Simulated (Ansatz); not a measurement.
Base system: Ag in the fcc (Cu type) structure (space group Fm-3m, No. 225; a = 4.054 Å; relaxed with 0.1 eV smearing). Axes: x, y, z lie along the cube axes.

The values are results of DFT with PBEsol, PAW potentials and a 420 eV plane-wave cutoff in Ansatz (a quantum-chemistry and plane-wave program), no spin-orbit coupling, not measurements.

Before the change:

The pressure comes out as 0.0 GPa and the shortest interatomic distance is 2.866 Å.

One thing is altered: the cell is stretched by 1.50 % along z with no lateral relaxation, atoms relaxed at fixed cell.

Task: Estimate the effect on the energy relative to the base, pressure and shortest interatomic distance.

Result: The energy increases by 1.6 meV/atom; the pressure (mean of the normal stresses, compression positive) goes from zero to -1.7 GPa; the shortest interatomic distance stays 2.866 Å.

The cells carry an imposed strain or load. Stability against distortions was not tested.
